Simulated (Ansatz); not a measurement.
Reference: GaBiO3 (Pm-3m), PBEsol, rigid bands (plane waves, PAW, scalar-relativistic; Ansatz, an electronic-structure program); axes and stresses refer to this cell.

```
CELL_PARAMETERS angstrom
      3.85023     0.00000     0.00000
      0.00000     3.85023     0.00000
      0.00000     0.00000     3.85023
ATOMIC_POSITIONS crystal
  Ga 0.50000 0.50000 0.50000
  Bi 0.00000 0.00000 0.00000
  O  0.50000 0.00000 0.50000
  O  0.00000 0.50000 0.50000
  O  0.50000 0.50000 0.00000
```

The Seebeck coefficient, n-type 1e19 cm⁻³ comes out as -193 μV/K and the Seebeck coefficient, p-type 1e19 cm⁻³ is 534 μV/K. The band gap is 1.29 eV.

**Question.** Change: spin-orbit coupling switched on. What happens to Seebeck coefficient, n-type 1e19 cm⁻³, Seebeck coefficient, p-type 1e19 cm⁻³, band gap?

**Answer.** Seebeck coefficient, n-type 1e19 cm⁻³ increases in size to -199 μV/K; Seebeck coefficient, p-type 1e19 cm⁻³ moves little, to 534 μV/K; band gap drops to 0.92 eV.

Seebeck coefficients are for the stated density at 300 K, with one relaxation time for all states and whether or not that doping can be reached. Spin-orbit coupling is left out unless a row names it; without it the gap and masses of crystals with these elements can be far off. 

Computed structure with no diffraction record at hand here (it may be known, metastable or hypothetical): GaBiO3 (Pm-3m).
